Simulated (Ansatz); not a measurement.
Amorphous Al28O43Ag2, 73 atoms at 3.30 g/cm³, one PBE-relaxed geometry, zone centre. Methods: PBE, scalar-relativistic without spin-orbit coupling (Ansatz, an electronic-structure program); r2SCAN, scalar-relativistic without spin-orbit coupling (Ansatz); HSE06, scalar-relativistic without spin-orbit coupling (Ansatz). Plane waves to 420 eV (r2SCAN 500 eV); exact exchange is cut at the cell's faces. At PBE the levels at the filled edge of the gap are localised (band-tail or defect states), and the nearest spread-out levels lie 2.9 eV apart at the zone centre. All rungs ran without spin polarisation.

It comes from a melt-quench run on a machine-learned potential (CHGNet), relaxed afterwards by DFT. O atoms were pushed apart under 1.9 Å during the dynamics, to hinder bonds among them. The hot cell started wider than the set density and was brought back towards it in steps. It is the lowest in DFT energy of 2 quenches. It is a model cell: composition and starting density were chosen by hand, and all elements were melted together. No dispersion term was used. Its density started from a set value of 3.39 and ended at 3.30 g/cm³. The simulated quench (nominally 410 K/ps over its main leg) is rapid and tends to freeze in more defects than a deposited or slowly cooled glass has. One small periodic cell is one sample of the glass; other quenches scatter about these values. Volume and shape were free in the relaxation.

The relaxation ran on the zone centre alone. At PBE the level gap is 1.62 eV on a 2×2×2 Γ-centred mesh, and the spacing at the zone centre alone 1.71 eV.

What zone-centre spacing does r2SCAN give, roughly?

2.14 eV (+0.43 eV against PBE).

What zone-centre spacing does HSE06 give, roughly?

3.28 eV (+1.57 eV against PBE).

The highest filled and the lowest empty state spread over these numbers of atoms (participation numbers): PBE: 3.6 and 33.0; r2SCAN: 3.5 and 28.4; HSE06: 4.0 and 32.5.
